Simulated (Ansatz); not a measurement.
Adsorption energy and surface dipole of F on the 1x1 (0001) surface of hcp Zr, one in a 2x2 cell, started at the site 'hollow Zr-Zr-Zr', worked from the runs' numbers; total energies count from the potentials' own zero.

All values below come from PBE (plane waves to 420 eV, PAW; Ansatz, a program for electronic structure).

Set-up: 17 atoms, 7.6 Å thick at the start under the adsorbate (thin: gaps and levels are the slab's own); mesh 5x5x1; 0.1 eV smearing; dipole correction on; 8 atoms held, the rest relaxed; held to the start's symmetry, so lower structures may exist; no spin, no spin-orbit, no U, no dispersion correction. At the end it is bonded to 3 Zr. In PBE it is, or lies within 0.03 eV of, the lowest of the starts that converged.

```csv
quantity,value
slab with the adsorbate,-67744.996 eV
"clean slab, same cell and mesh",-66934.035 eV
"reference, ½ F2(g)",-805.593 eV
area of the cell,36.20 Å²
change of the step from the bottom to the top vacuum level,-0.268 eV
```

Question: What is the adsorption energy against this reference?

Answer: E(slab + adsorbate) − E(slab) − E(reference) = -5.37 eV, so in this state the adsorbate is more stable than in the reference, at a coverage of 2.76 a nm².

Question: What dipole does adsorption add to the slab along the outward normal (Helmholtz relation, ε₀ = 0.005526 e/(V·Å))?

Answer: p = −ε₀·A·ΔV = 0.054 e·Å = 0.26 D; its positive end points to the vacuum, which lowers the vacuum level.
